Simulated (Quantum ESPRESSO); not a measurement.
A working Quantum ESPRESSO input for TaCo (Pm-3m, 2 atoms in the cell) (DFT, LDA (PZ), plane waves, GBRV 1.5 ultrasoft (LDA) pseudopotentials):

```fortran
&CONTROL
    calculation = 'scf'
    prefix = 'taco'
    outdir = './tmp/'
    pseudo_dir = './'
    tprnfor = .true.
    tstress = .true.
/
&SYSTEM
    ibrav = 1
    celldm(1) = 5.7984356408
    nat = 2
    ntyp = 2
    ecutwfc = 50
    ecutrho = 400
    occupations = 'smearing'
    smearing = 'marzari-vanderbilt'
    degauss = 0.0073499
    nspin = 2
    starting_magnetization(2) = 0.176
/
&ELECTRONS
    conv_thr = 1.0e-11
    mixing_beta = 0.4
/
ATOMIC_SPECIES
Ta   180.9479  ta_lda_v1.uspp.F.UPF
Co    58.9332  co_lda_v1.2.uspp.F.UPF
ATOMIC_POSITIONS {angstrom}
Ta    0.0000000000    0.0000000000    0.0000000000
Co    1.5342000000    1.5342000000    1.5342000000
K_POINTS {automatic}
11 11 11  0 0 0
```

The run converged in 36 iterations: free energy E − TS -5990.2112 eV; Fermi level (on the code's own zero) 18.74 eV; pressure -16.99 GPa; size of the cell's spin moment 0.00 μB. Each of these slips is then made, one at a time:

(1)
```diff
+    noncolin = .true.
```

(2)
```diff
-    ecutwfc = 50
+    ecutwfc = 50.0
-Co    1.5342000000    1.5342000000    1.5342000000
+Co    1,5342000000    1,5342000000    1,5342000000
```

What happens in each case?


(1) Collinear and non-collinear spin switched on together. The program stopped before any SCF iteration.
```
Error in routine iosys (1):
noncolin .and. nspin==2 are conflicting flags
```

(2) Decimal commas. The program stopped before any SCF iteration.
```
Error in routine card_atomic_positions (1):
Error while parsing atomic position card.
```

The starting cell comes from a database of computed structures (which also holds hypothetical and non-ambient phases and stackings), without a prior relaxation at this level. The starting moments vanished: the run ended non-magnetic, which need not be the lowest state. In the base run, with a pressure of about -17 GPa the cell is away from its equilibrium volume at this level.

Left out of this page: 3 runs of the series outside the window shown, repeating another row's setting, or not comparable; 1 run of the series unsound by tests on forces, stress, charge or solver warnings.
